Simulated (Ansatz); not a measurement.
Consider interstitial H in rutile TiO2, charge state +1. The step: a direct jump of one H atom (a rearrangement that moves the defect's centre by under 1 Å); the atom moves 0.99 Å along (0.08, 0.20, 0.01) of the unit cell; the moving atom starts with neighbours O at 0.99, O at 2.08 Å and ends with O at 0.99, O at 2.08 Å. DFT values are from Ansatz (plane-wave PAW, 420 eV unless said) in a cell of 72 host sites, spin-restricted, static, with no finite-size correction. The charge state is imposed; whether it is stable for some Fermi level was not computed. Sites that were not tried may lie lower. For the PBE band: the saddle point's order was not checked, and it lies on a symmetry element of the cell, where a band can be held.

```
Level                                                                    Forward barrier (eV)  Cost of the band or of the saddle's single point
-----------------------------------------------------------------------  --------------------  ------------------------------------------------
CHGNet universal potential (has no charge state), its own band                           0.37                                                 -
PBE, one k-point at (0.250, 0.250, 0.250), band relaxed                                  0.43                           roughly 50 core-minutes
PBE, a 2×2×2 k-point mesh shifted by half a step, same geometries                        0.44                     around 4 core-minutes (rough)
r2SCAN at 500 eV, one k-point at (0.250, 0.250, 0.250), same geometries                     …                   around 2.2 core-minutes (rough)
```

Problem. Complete the blanks.

Solution. 
- r2SCAN at 500 eV, one k-point at (0.250, 0.250, 0.250), same geometries, Forward barrier (eV): 0.52

Ansatz is a quantum-chemistry and plane-wave program.
